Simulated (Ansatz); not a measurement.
**What isotropic strain +1.41 % does to Sn2Rh3S2**

The reference is Sn2Rh3S2 (space group R-3m, No. 166; a = 5.629 Å, c = 13.275 Å (hexagonal axes); a cell from a computed database, its experimental status unchecked).

It is then changed as follows: every lattice vector is stretched by 1.41 %; the atoms relax in the strained cell.

All numbers come from DFT with PBEsol, PAW potentials and a 420 eV plane-wave cutoff in Ansatz (a first-principles code), no spin-orbit coupling. Γ-centred 10×10×10 mesh, Fermi–Dirac width 0.05 eV.

The volume per atom rises by 0.74 Å³, from 17.35 Å³ to 18.09 Å³ and the space group stays R-3m (No. 166). The shortest interatomic distance increases by 0.0094 Å to 2.303 Å and the energy grows by 11 meV/atom. The pressure (mean of the normal stresses, compression positive) goes from zero to -4.6 GPa and the band gap remains zero. The largest internal atomic displacement amounts to 0.033 Å.

Stability against distortions was not tested. All final runs are without spin polarisation. An odd electron count without spin: Sn2Rh3S2. Sn2Rh3S2 has a high density of states at the Fermi level and may be magnetic at this level.
